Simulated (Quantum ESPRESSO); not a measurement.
A self-consistent single point of LuP (P1, 2 atoms in the cell) with Quantum ESPRESSO.

Level of theory: LDA (PZ), PSlibrary PAW (LDA) pseudopotentials (plane waves; Quantum ESPRESSO).

```yaml
crystal:
  lattice:
    - [0.00000, 2.76186, 2.76186]
    - [2.76186, 0.00000, 2.76186]
    - [2.76186, 2.76186, 0.00000]
  atoms:
    - { symbol: Lu, position: [0.00402, 0.99607, 0.99382] }
    - { symbol: P, position: [0.49598, 0.50393, 0.50618] }
```

Reference input (self-consistent single point, DFT, PBEsol, plane waves, PSlibrary PAW (PBE) pseudopotentials): ecutwfc = 50 Ry; ecutrho = 400 Ry; occupations = smearing; smearing = gauss; degauss = 0.0099958 Ry; input_dft = pbesol; potentials = {Lu: Lu.pbe-spdn-kjpaw_psl.1.0.0.UPF, P: P.pbe-n-kjpaw_psl.1.0.0.UPF}; K_POINTS = automatic 7 7 7 0 0 0; conv_thr = 1e-10 Ry. This run's input differs from it in these lines:

```diff
@@ -18,3 +18,2 @@
    degauss = 0.0099958
-   input_dft = 'pbesol'
 /
@@ -24,4 +23,4 @@
 ATOMIC_SPECIES
-Lu   174.9668  Lu.pbe-spdn-kjpaw_psl.1.0.0.UPF
-P     30.9738  P.pbe-n-kjpaw_psl.1.0.0.UPF
+Lu   174.9668  Lu.pz-spdn-kjpaw_psl.1.0.0.UPF
+P     30.9738  P.pz-n-kjpaw_psl.1.0.0.UPF
 ATOMIC_POSITIONS bohr
```

Output (repeated stretches shortened):

```
     Self-consistent Calculation

     iteration #  1     ecut=    50.00 Ry     beta= 0.70

---- Real-time Memory Report at c_bands before calling an iterative solver
           171 MiB given to the printing process from OS
            83 MiB allocation reported by mallinfo(arena+hblkhd)
------------------

     Threshold (ethr) on eigenvalues was too large:
     Diagonalizing with lowered threshold

---- Real-time Memory Report at c_bands before calling an iterative solver
           227 MiB given to the printing process from OS
            93 MiB allocation reported by mallinfo(arena+hblkhd)
------------------

   [... lines left out ...]

---- Real-time Memory Report at c_bands before calling an iterative solver
           233 MiB given to the printing process from OS
            98 MiB allocation reported by mallinfo(arena+hblkhd)
------------------

     total energy              =    -703.32986002 Ry
     estimated scf accuracy    <          4.2E-10 Ry

     iteration # 11     ecut=    50.00 Ry     beta= 0.70

---- Real-time Memory Report at c_bands before calling an iterative solver
           233 MiB given to the printing process from OS
            98 MiB allocation reported by mallinfo(arena+hblkhd)
------------------
     End of self-consistent calculation

     the Fermi energy is     9.5880 ev

!    total energy              =    -703.32986002 Ry
     estimated scf accuracy    <          3.9E-12 Ry
     smearing contrib. (-TS)   =      -0.00016929 Ry
     internal energy E=F+TS    =    -703.32969073 Ry

      -> PAW hartree energy AE =      57.97010127 Ry
      -> PAW hartree energy PS =     -57.74535176 Ry
      -> PAW xc energy AE      =    -625.48123728 Ry
      -> PAW xc energy PS      =      58.34450760 Ry
      -> total E_H with PAW    =      15.01996809 Ry
      -> total E_XC with PAW   =    -627.41661077 Ry

     convergence has been achieved in  11 iterations

     Forces acting on atoms (cartesian axes, Ry/au):

     atom    1 type  1   force =     0.01094198    0.00229521   -0.00009673
     atom    2 type  2   force =    -0.01094198   -0.00229521    0.00009673

     Total force =     0.015812     Total SCF correction =     0.000000

          total   stress  (Ry/bohr**3)                   (kbar)     P=      -64.04
  -0.00041882  -0.00000157   0.00000007          -61.61       -0.23        0.01
  -0.00000157  -0.00044298   0.00000001           -0.23      -65.16        0.00
   0.00000007   0.00000001  -0.00044413            0.01        0.00      -65.33

   JOB DONE.
```

The run converged in 11 iterations. Against the reference run the pressure goes from -3.60 to -6.40 GPa and the largest force goes from 0.307 to 0.287 eV/Å.

The starting cell comes from a database of computed structures (which also holds hypothetical and non-ambient phases and stackings), without a prior relaxation at this level. Its atoms were displaced at random from the sites of space group no. 225. With a pressure of about -6 GPa the cell is away from its equilibrium volume at this level. The run gives no clean gap (levels at the Fermi energy touch, overlap or are partly filled at this smearing), which alone does not show that the compound is a metal.

Cost on one core of a shared machine: roughly 50 s.
